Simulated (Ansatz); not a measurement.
TiAl3 (I4/mmm, No. 139), treated with r²SCAN (plane waves, PAW; Ansatz, a program for electronic structure).

Numerical settings: plane-wave cutoff 560 eV, 20×20×20 k mesh, Fermi–Dirac smearing 0.05 eV, no spin polarisation, scalar-relativistic PAW data made under PBE.

Cell (relaxed at this level):

```
CELL_PARAMETERS angstrom
     -1.91190     1.91190     4.28007
      1.91190    -1.91190     4.28007
      1.91190     1.91190    -4.28007
ATOMIC_POSITIONS crystal
  Ti 0.00000 0.00000 0.00000
  Al 0.50000 0.50000 0.00000
  Al 0.75000 0.25000 0.50000
  Al 0.25000 0.75000 0.50000
```

**Question.** Predict the bulk modulus.

**Answer.** 
bulk modulus: 116 GPa

The run finds no gap.

Note: the bulk modulus is −V dP/dV from two relaxed cells at ±2 % in volume.

Computing time: roughly 7 core-minutes.
